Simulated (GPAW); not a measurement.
Band structure of V6FeNi (Pm-3, 8 atoms in the cell).

```xyz
8
Lattice="4.6297 0.0000 0.0000 0.0000 4.6297 0.0000 0.0000 0.0000 4.6297" Properties=species:S:1:pos:R:3 pbc="T T T"
V      0.0000     2.3149     3.4626
V      0.0000     2.3149     1.1671
V      3.4626     0.0000     2.3149
V      1.1671     0.0000     2.3149
V      2.3149     3.4626     0.0000
V      2.3149     1.1671     0.0000
Fe     2.3149     2.3149     2.3149
Ni     0.0000     0.0000     0.0000
```

Method of the run: PBEsol, GPAW PAW datasets PBEsol (made by gpaw-setup) (plane waves; GPAW).

Settings: mode = pw; ecut = 800 eV; xc = PBEsol; kpts = 5 5 5; mesh shift (steps) = 0 0 0; occupations.name = fermi-dirac; occupations.width = 0.1 eV; nbands = -12; symmetry.symmorphic = false; symmetry.tolerance = 0.0005; maxiter = 100; bandpath_npoints = 40.

The starting cell comes from a database of computed structures (which also holds hypothetical and non-ambient phases and stackings), without a prior relaxation at this level. Spin polarisation is off.

Levels in eV from the Fermi level, bands 48 to 55:
| point | 48 | 49 | 50 | 51 | 52 | 53 | 54 | 55 |
|---|---|---|---|---|---|---|---|---|
| Γ | -1.08 | -1.08 | -1.08 | -0.84 | -0.84 | 0.48 | 0.48 | 0.72 |
| X | -0.33 | -0.31 | -0.25 | -0.20 | -0.06 | 0.07 | 0.43 | 0.46 |
| M | -0.88 | -0.23 | -0.15 | 0.20 | 0.30 | 0.39 | 0.89 | 0.90 |
| R | -0.74 | -0.51 | -0.51 | -0.51 | 0.68 | 0.68 | 0.68 | 1.13 |

Bands cross the Fermi level along this path, so the cell is metallic at this level.
